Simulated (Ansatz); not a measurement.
**Response to strain in CaO**

Consider CaO in the rock salt structure (space group Fm-3m, No. 225; a = 4.7671 Å).

Strains are applied to the cell and any free atomic positions relax.

The values are results of Ansatz (a quantum-chemistry and plane-wave program), PBEsol, PAW, cutoff 420 eV, no spin-orbit coupling, not measurements.

| case | smallest direct gap | volume per atom | band gap |
|---|---|---|---|
| base | 3.92 eV | 13.54 Å³ | 3.54 eV |
| isotropic strain −3.00 % | 3.81 eV | 12.36 Å³ | 3.47 eV |
| isotropic strain −2.50 % | 3.83 eV | 12.55 Å³ | 3.49 eV |
| isotropic strain −2.00 % | [?] | 12.75 Å³ | [?] |
| isotropic strain −1.50 % | 3.87 eV | 12.94 Å³ | 3.52 eV |
| isotropic strain −1.00 % | 3.89 eV | 13.14 Å³ | 3.53 eV |
| isotropic strain +0.50 % | 3.93 eV | 13.75 Å³ | 3.55 eV |
| isotropic strain +1.50 % | 3.94 eV | 14.16 Å³ | 3.56 eV |
| isotropic strain +2.00 % | 3.95 eV | 14.37 Å³ | 3.57 eV |
| isotropic strain +2.50 % | 3.96 eV | 14.58 Å³ | 3.57 eV |

**Question.** Fill in the withheld entries from the trend.

**Answer.** 
- isotropic strain −2.00 %, smallest direct gap: 3.85 eV
- isotropic strain −2.00 %, band gap: 3.50 eV

Whether these cells are dynamically stable was not tested.
